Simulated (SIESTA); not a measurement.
Band structure of PdPtAu (P3m1, 3 atoms in the cell).

```
PdPtAu
1.0
    2.84952     0.00000     0.00000
   -1.42476     2.46776     0.00000
    0.00000     0.00000     6.98638
Pd Pt Au
1 1 1
Direct
  0.00000   0.00000   0.33796
  0.66667   0.33333   0.65909
  0.33333   0.66667   0.00295
```

Computed with LDA PW92, numerical atomic orbitals DZP, PseudoDojo LDA standard norm-conserving potentials (rewritten from UPF to PSML) run with SIESTA.

Settings: XC.functional = LDA; XC.authors = PW92; potentials = PseudoDojo LDA standard; PAO.BasisSize = DZP; PAO.EnergyShift = 0.005 Ry; MeshCutoff = 400 Ry; kgrid.MonkhorstPack = 16 16 6; OccupationFunction = MP; OccupationMPOrder = 0; ElectronicTemperature = 1578.21 K; MaxSCFIterations = 150; SCF.Mixer.Method = Pulay; SCF.Mixer.Weight = 0.1; SCF.Mixer.History = 8.

The starting cell comes from a database of computed structures (which also holds hypothetical and non-ambient phases and stackings), without a prior relaxation at this level. Spin-orbit coupling is off. Spin polarisation is off. Values carry the incompleteness of an atom-centred basis.

Levels in eV from the Fermi level, bands 24 to 29:
| point | 24 | 25 | 26 | 27 | 28 | 29 |
|---|---|---|---|---|---|---|
| Γ | -2.26 | -1.90 | -1.90 | -1.06 | -1.06 | -0.42 |
| M | -0.16 | -0.10 | 0.02 | 0.35 | 2.00 | 2.05 |
| K | -1.41 | -1.13 | -0.58 | -0.47 | 3.90 | 4.46 |
| A | -2.18 | -2.18 | -1.21 | -1.21 | -0.15 | -0.15 |
| L | -0.65 | -0.37 | -0.01 | 0.26 | 0.33 | 2.55 |
| H | -1.44 | -0.80 | -0.28 | -0.14 | 4.92 | 5.33 |

Bands cross the Fermi level along this path, so the cell is metallic at this level.

Higher empty bands are left out: an atom-centred basis made for the valence describes them poorly.
